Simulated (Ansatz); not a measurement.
**A computed series for W: point defects**

The reference is an 8-atom supercell of W in the bcc (W type) structure (space group Im-3m, No. 229) at its relaxed geometry.

```
W
1.0
   -3.18352     3.18352     3.18352
    3.18352    -3.18352     3.18352
    3.18352     3.18352    -3.18352
W
8
Direct
  0.00000   0.00000   0.00000
  0.00000   0.00000   0.50000
  0.00000   0.50000   0.00000
  0.00000   0.50000   0.50000
  0.50000   0.00000   0.00000
  0.50000   0.00000   0.50000
  0.50000   0.50000   0.00000
  0.50000   0.50000   0.50000
```

One neutral defect a cell, atoms relaxed at fixed cell.

Computed with DFT with PBE, PAW potentials and a 420 eV plane-wave cutoff in Ansatz (a program for electronic structure), spin-orbit coupling left out.

| variant | pressure | largest displacement of a host atom from its site in the perfect cell |
|---|---|---|
| perfect supercell | -0.2 GPa | – |
| Li interstitial (started 1.59 Å from the nearest host atom) | 24.9 GPa | 0.36 Å |
| I on a W site | 11.3 GPa | 0.07 Å |
| Ir on a W site | -2.0 GPa | 0.07 Å |

In so small a cell the defect repeats every few ångströms: this is an ordered compound, not a dilute defect. All final runs are without spin polarisation.
